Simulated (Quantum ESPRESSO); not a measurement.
Input and output of a relaxation of the atoms for Ge (Imma, 2 atoms in the cell) (Quantum ESPRESSO).

Method of the run: LDA (PZ), PSlibrary ultrasoft (LDA) pseudopotentials (plane waves; Quantum ESPRESSO).

The input file:

```fortran
&CONTROL
   calculation = 'relax'
   prefix = 'run'
   outdir = './out'
   pseudo_dir = './'
   forc_conv_thr = 1.9e-04
/
&SYSTEM
   ibrav = 0
   nat = 2
   ntyp = 1
   ecutwfc = 30
   ecutrho = 180
   occupations = 'smearing'
   smearing = 'fermi-dirac'
   degauss = 0.0073499
/
&ELECTRONS
   conv_thr = 1e-10
/
&IONS
/
ATOMIC_SPECIES
Ge    72.6300  Ge.pz-n-rrkjus_psl.1.0.0.UPF
ATOMIC_POSITIONS {crystal}
Ge    0.23787400    0.98787400    0.25000000
Ge    0.81406000    0.06406000    0.75000000
K_POINTS {automatic}
11 11 11  0 0 0
CELL_PARAMETERS {angstrom}
  -2.50837900     2.66411900     1.44413000
   2.50837900    -2.66411900     1.44413000
   2.50837900     2.66411900    -1.44413000
```

The program printed (abridged):

```
     Self-consistent Calculation

     iteration #  1     ecut=    30.00 Ry     beta= 0.70

     Threshold (ethr) on eigenvalues was too large:
     Diagonalizing with lowered threshold

     total energy              =     -23.72321034 Ry
     estimated scf accuracy    <       0.00517722 Ry

     iteration #  2     ecut=    30.00 Ry     beta= 0.70

     total energy              =     -23.72335194 Ry
     estimated scf accuracy    <       0.00032166 Ry

     iteration #  3     ecut=    30.00 Ry     beta= 0.70

     total energy              =     -23.72336348 Ry
     estimated scf accuracy    <       0.00000305 Ry

     iteration #  4     ecut=    30.00 Ry     beta= 0.70

     total energy              =     -23.72336414 Ry
     estimated scf accuracy    <       0.00000005 Ry

     iteration #  5     ecut=    30.00 Ry     beta= 0.70

     total energy              =     -23.72336415 Ry
     estimated scf accuracy    <          5.6E-10 Ry

     iteration #  6     ecut=    30.00 Ry     beta= 0.70
     End of self-consistent calculation

     Number of k-points >= 100: set verbosity='high' to print the bands.

     the Fermi energy is     7.0034 ev

!    total energy              =     -23.72336415 Ry
     estimated scf accuracy    <          1.4E-11 Ry
     smearing contrib. (-TS)   =      -0.00213382 Ry
     internal energy E=F+TS    =     -23.72123034 Ry

     convergence has been achieved in   6 iterations

     Forces acting on atoms (cartesian axes, Ry/au):

     atom    1 type  1   force =     0.00000000    0.00000000   -0.00272826
     atom    2 type  1   force =     0.00000000    0.00000000    0.00272826

     Total force =     0.003858     Total SCF correction =     0.000000

     BFGS Geometry Optimization
     Energy error            =      1.5E-05 Ry
     Gradient error          =      2.7E-03 Ry/Bohr

   [... lines left out ...]
     the Fermi energy is     6.9870 ev
!    total energy              =     -23.72438056 Ry
     Total force =     0.000010     Total SCF correction =     0.000000
     bfgs converged in  13 scf cycles and  12 bfgs steps
   [... lines left out ...]
     (criteria: energy <  1.0E-04 Ry, force <  1.9E-04 Ry/Bohr)

     End of BFGS Geometry Optimization

     Final energy             =     -23.7243805551 Ry

     File ./out/run.bfgs deleted, as requested
Begin final coordinates

ATOMIC_POSITIONS (crystal)
Ge               0.1922558935        0.9422558935        0.2500000000
Ge               0.8596781065        0.1096781065        0.7500000000
End final coordinates

   JOB DONE.
```

The run converged.  The full log also holds: “WARNING: bfgs curvature condition failed, Theta= 0.797”. The full log also holds: “WARNING: bfgs curvature condition failed, Theta= 0.067”.

Summary of the result:
- Free energy E − TS: -322.7866 eV
- Fermi level (on the code's own zero): 6.99 eV
- Relaxation steps: 12

The starting cell comes from a database of computed structures (which also holds hypothetical and non-ambient phases and stackings), without a prior relaxation at this level. Its lattice was rescaled by up to half a per cent. For this run, on top of that: one atom moved by 0.15 angstrom. The relaxation keeps the symmetry of its start, so its end need not be a minimum.

Cost on one core of a shared machine: roughly 2 min.
